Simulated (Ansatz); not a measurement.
Results of G0W0@PBE (hard PAW, contour deformation; Ansatz, a quantum-chemistry and plane-wave program) for wurtzite BN (high-pressure phase).

The same calculation (at the measured cell, 5.913 Å³/atom) with different numerical settings; throughout: k mesh 3×3×2:

```json
[
 {"run": "1", "response cutoff (eV)": "100", "empty bands": "99", "quasiparticle gap on the mesh (eV)": "6.429", "quasiparticle gap at Γ (eV)": "10.156", "rough time": "4 core-s"},
 {"run": "2", "response cutoff (eV)": "150", "empty bands": "181", "quasiparticle gap on the mesh (eV)": "6.689", "quasiparticle gap at Γ (eV)": "10.350", "rough time": "8 core-s"},
 {"run": "3", "response cutoff (eV)": "200", "empty bands": "279", "quasiparticle gap on the mesh (eV)": "6.811", "quasiparticle gap at Γ (eV)": "10.451", "rough time": "10 core-s"},
 {"run": "4", "response cutoff (eV)": "250", "empty bands": "390", "quasiparticle gap on the mesh (eV)": "6.897", "quasiparticle gap at Γ (eV)": "10.526", "rough time": "40 core-s"},
 {"run": "5", "response cutoff (eV)": "300", "empty bands": "513", "quasiparticle gap on the mesh (eV)": "6.948", "quasiparticle gap at Γ (eV)": "10.572", "rough time": "60 core-s"},
 {"run": "6", "response cutoff (eV)": "400", "empty bands": "789", "quasiparticle gap on the mesh (eV)": "…", "quasiparticle gap at Γ (eV)": "…", "rough time": "90 core-s"}
]
```

Question: What belongs in the gaps?

Answer: 
- 6, quasiparticle gap on the mesh (eV): 7.004
- 6, quasiparticle gap at Γ (eV): 10.622

In the column quasiparticle gap on the mesh (eV) the first row differs from the last by -0.575 and the next to last by -0.056.

The last row is no converged limit: other settings stay fixed.
